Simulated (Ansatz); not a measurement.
System: fluorite PbF₂ (high-temperature phase). Method: G0W0@HSE06 (Ansatz, a first-principles code, plane waves, hard PAW, contour deformation).

The cell has the measured lattice parameters. Conventional cell: a = 5.9400 Å, b = 5.9400 Å, c = 5.9400 Å, α = 90.00°, β = 90.00°, γ = 90.00°.

One run with a 6×6×6 mesh, response cutoff 100 eV and 219 empty bands, not extrapolated in mesh or basis; no spin–orbit coupling.

Highest filled and lowest empty level by k point (fractions of the reciprocal vectors of the cell (0.000 2.970 2.970) (2.970 0.000 2.970) (2.970 2.970 0.000) Å; eV from the valence maximum of each method):

```
k                   HSE06 filled  HSE06 empty  QP filled  QP empty
------------------  ------------  -----------  ---------  --------
0 0 0                      -2.53         8.23      -2.35      9.54
0 0.167 0.333              -0.76         6.51        ___       ___
0 0.167 -0.5               -0.12         6.54      -0.07      7.83
0 0.333 0.333              -0.58         6.00      -0.62      7.12
0 0.333 -0.5               -0.13         6.21      -0.15      7.43
0 0.333 -0.333             -0.02         7.23        ___       ___
0.167 0.333 -0.333         -0.01         7.07       0.00      8.41
0.167 -0.5 -0.333           0.00         6.62      -0.02      7.92
```

**Question.** Estimate the withheld levels to about 0.1 eV.

**Answer.** 
- 0 0.167 0.333, QP filled: -0.74
- 0 0.167 0.333, QP empty: 7.68
- 0 0.333 -0.333, QP filled: 0.00
- 0 0.333 -0.333, QP empty: 8.60

Note: filled d or f shells below the valence bands can shift G0W0 gaps through exchange with them, which wasn't tested here; GW on a hybrid start was not checked against another program; cell and atoms aren't relaxed at this level.
